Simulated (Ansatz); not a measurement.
# Computed paths: B-vacancy pair in 2H silicon carbide, charge state +1

Consider B-vacancy pair (B on one host C site, one C site vacant) in 2H silicon carbide, charge state +1. These are PBE, PAW (plane waves to 420 eV; Ansatz, a first-principles code) values and carry that method's errors.

Cell of 72 host sites held at the relaxed PBE lattice; the Γ point alone; Fermi-Dirac width 0.01 eV, spin-restricted; finite-size errors left in. Static, classical nuclei. The host's phase is taken as given; its stability against other phases was not computed. The charge state is imposed; whether it is stable for some Fermi level was not computed. Forms of the defect that were not tried may lie lower.

Barriers: single points on a 2×2×2 k-point mesh shifted by half a step along c at the bands' geometries (they differ from the bands' own by up to 0.33 eV, and are uncertain by about as much).

```json
[
 {"Route": "B and the vacancy change places (B-vacancy distance between ideal sites 3.09 Å throughout)", "Start site over the lowest site run (eV)": "0.00", "Hop (Å)": "3.05", "Forward barrier (eV)": "3.51", "Backward barrier (eV)": "3.51", "Neighbours at the start": "Si at 1.89, Si at 1.91, Si at 1.94, Si at 1.95 Å", "Neighbours at the saddle": "Si at 1.87, Si at 2.15, Si at 2.17, Si at 2.19, Si at 2.26 Å", "Saddle order": "not checked", "Forward, on the band's own sampling (eV)": "3.65"},
 {"Route": "one C atom jumps into the vacancy from a nearby C site (B-vacancy distance between ideal sites 3.09 → 5.36 Å)", "Start site over the lowest site run (eV)": "0.00", "Hop (Å)": "3.05", "Forward barrier (eV)": "4.72", "Backward barrier (eV)": "4.26", "Neighbours at the start": "Si at 1.88, Si at 1.89, 2 Si at 1.92 Å", "Neighbours at the saddle": "Si at 1.79, 2 Si at 2.14, Si at 2.21 Å", "Saddle order": "not checked", "Forward, on the band's own sampling (eV)": "4.62"},
 {"Route": "one C atom jumps into the vacancy from a nearby C site (B-vacancy distance between ideal sites 3.09 Å throughout)", "Start site over the lowest site run (eV)": "0.00", "Hop (Å)": "3.10", "Forward barrier (eV)": "4.86", "Backward barrier (eV)": "4.86", "Neighbours at the start": "2 Si at 1.87, 2 Si at 1.92 Å", "Neighbours at the saddle": "Si at 1.78, 2 Si at 2.12 Å", "Saddle order": "not checked, on a symmetry element", "Forward, on the band's own sampling (eV)": "4.52"}
]
```

Paths come from climbing-image nudged elastic band runs. Of the routes that converged and passed our checks, the lowest saddle point lies 3.51 eV above the lowest of the sites run (B and the vacancy change places (B-vacancy distance between ideal sites 3.09 Å throughout)); other sites, such as split forms, and other routes may lie lower. A band can be held on a symmetry element, so unchecked saddle points there may be too high. A further band (one C atom jumps into the vacancy from a nearby C site (B-vacancy distance between ideal sites 3.09 Å throughout), 3.06 Å) gave 4.64 eV forward on its own sampling, 4.64 eV above the lowest site run, but at one of its points the charge lies in the host's bands or the defect's levels are part-filled, so it is not taken as a result.
